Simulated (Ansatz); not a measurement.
# silicon: the defect Se_Si+Se_Si

All values below come from PBE, PAW (plane waves to 420 eV; Ansatz, a program for electronic structure). Cell: 216 sites, 3×3×3 repeats of a cell of 8 atoms; final energies on a 2×2×2 shifted mesh. Sites at the start: the Si site; Si 2.37 Å away. A cell of this size leaves errors of a few tenths of an eV. Levels are measured in PBE's own, too narrow, gap. Spin–orbit coupling is left out. Each state is the lowest found from its start.

Formation energies E_f are those of the neutral cell. Chemical conditions: host crystal and elements as references (Δμ(Si) = 0.00 eV, Δμ(Se) = 0.00 eV; Se taken from its element, since no compound that bounds it was computed at this level; only phases computed here count, gases as isolated molecules at 0 K). Reference phases: Se: trigonal Se, Si: silicon.

The name describes the start; the neighbours show where the atoms ended.

| charge | moment (μB) | point group | largest move off a lattice site (Å) | neighbours of the last Se atom of the defect at the end (Å) | E_f, host crystal and elements as references (eV) | above the lowest spin state (eV) |
|---|---|---|---|---|---|---|
| 0 | 0.0 | D3d | 0.39 | Si 2.44, Si 2.44, Si 2.44, Se 3.12 | 1.28 | 0.00 |
| 0 | not spin-polarised | D3d | 0.39 | Si 2.44, Si 2.44, Si 2.44, Se 3.12 | 1.28 | 0.00 |

Point groups are those of the whole cell at tolerances of 0.03 and 0.1 Å ("near" where only the looser one holds); none is given for unsettled states.

Starting moments that weren't kept: charge 0 began with 2 μB and ended with 0.0.

No usable result was obtained for charge +2, +1.

All states together cost about 4 core-hours (a rough figure).
